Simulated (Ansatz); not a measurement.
The reference is Cd in the hcp (Mg type) structure (space group P6_3/mmc, No. 194; a = 3.029 Å, c = 5.759 Å; relaxed with 0.1 eV smearing).

The values are results of Kohn–Sham DFT with the PBE functional, run in Ansatz (a quantum-chemistry and plane-wave program) with PAW and 420 eV plane waves, no spin-orbit coupling, not measurements.

Strains are applied to the cell and any free atomic positions relax.

One change was made to it. Results:

| quantity | base | after |
|---|---|---|
| energy relative to the base (free energy F) | 0 meV/atom | +15 meV/atom |
| band gap | zero | zero |
| pressure (mean of the normal stresses, compression positive) | 0.0 GPa | -2.5 GPa |

Problem. Which change produced these results?
(A) isotropic strain +2.00 %
(B) isotropic strain −1.50 %
(C) isotropic strain +1.50 %
(D) isotropic strain +2.50 %
(E) isotropic strain −0.50 %

Solution. D, isotropic strain +2.50 %. For comparison, the energy relative to the base in the other runs: isotropic strain −0.50 % gives +0.7 meV/atom; isotropic strain +1.50 % gives +5.8 meV/atom; isotropic strain −1.50 % gives +6.9 meV/atom; isotropic strain +2.00 % gives +10 meV/atom.

Stability against distortions was not tested.
